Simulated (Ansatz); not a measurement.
NbRh3 (Pm-3m): band-structure transport figures

```xyz
4
Lattice="3.8453 0.0000 0.0000 0.0000 3.8453 0.0000 0.0000 0.0000 3.8453" Properties=species:S:1:pos:R:3 pbc="T T T"
Nb     0.0000     0.0000     0.0000
Rh     0.0000     1.9227     1.9227
Rh     1.9227     0.0000     1.9227
Rh     1.9227     1.9227     0.0000
```

Computed with PBEsol, rigid bands (plane waves, PAW, scalar-relativistic; Ansatz, a quantum-chemistry and plane-wave program). How the cell was made: cell and atoms relaxed with PBEsol.

The density of states at the Fermi level is 2.10 states/(eV·cell), both spins and the bare Sommerfeld coefficient is 1.24 mJ/(mol of atoms·K²). The drude plasma energy is 5.7 eV and the root-mean-square Fermi velocity comes out as 5.8e5 m/s. The resistivity times τ is 14.8 ×10⁻²² Ω·m·s.

A metal at this level (no band gap); rigid bands, thermally averaged at 300 K, both spins. Spin-orbit coupling is left out. τ is one relaxation time for all states.

Formula and space group known from diffraction (Crystallography Open Database), not checked to be the room-temperature form: NbRh3 (Pm-3m).
